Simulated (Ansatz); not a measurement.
Take Al2Cu (space group I4/mcm, No. 140; a = 6.060 Å, c = 4.875 Å) as the base.

All numbers come from Ansatz (an electronic-structure program) PBE, no SOC.

Before the change:

* **Pressure**: 0.0 GPa
* **Band gap**: zero

One thing is altered: every lattice vector is shortened by 1.86 %, atoms relaxed at fixed cell.

Task: How does this affect the energy relative to the base, pressure and band gap?

Result: The energy grows by 15 meV/atom; the pressure (mean of the normal stresses, compression positive) goes from zero to 6.4 GPa; the band gap stays zero.

The cells carry an imposed strain or load. Stability against distortions was not tested. The final runs are not spin-polarised.
